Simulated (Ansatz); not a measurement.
# Effect of isotropic strain +1.20 % on BN

Start from BN (space group P6_3/mmc, No. 194; a = 2.506 Å, c = 6.615 Å; layered, stacked along the Cartesian z axis).

The change: the cell is scaled by 1.0120 in all directions; the atoms relax in the strained cell.

Calculations: PBE-D3(BJ) in Ansatz (plane waves to 420 eV, PAW, no spin-orbit coupling). Γ-centred 15×15×5 mesh, Fermi–Dirac width 0.05 eV.

```tsv
quantity	base	changed	shift
volume per atom	9.00 Å³	9.32 Å³	+0.328 Å³
shortest interatomic distance	1.447 Å	1.464 Å	+0.017 Å
energy relative to the base (free energy F)	0 meV/atom	+8.5 meV/atom	+8.5 meV/atom
pressure (mean of the normal stresses, compression positive)	0.00 GPa	-8.12 GPa	-8.12 GPa
band gap	4.24 eV	4.20 eV	-0.04 eV
gap character	indirect, k = (0.267, 1/3, 0) in the run's primitive reciprocal basis → M	indirect, k = (0.267, 1/3, 0) in the run's primitive reciprocal basis → M	–
smallest direct gap	4.64 eV	4.55 eV	-0.09 eV
mean gap deformation potential ΔEg/Δln V	–	-1.1 eV	–
width of the top valence band	3.22 eV	3.18 eV	-0.04 eV
```

No phonon test of stability was made.

Ansatz is a program for electronic structure.
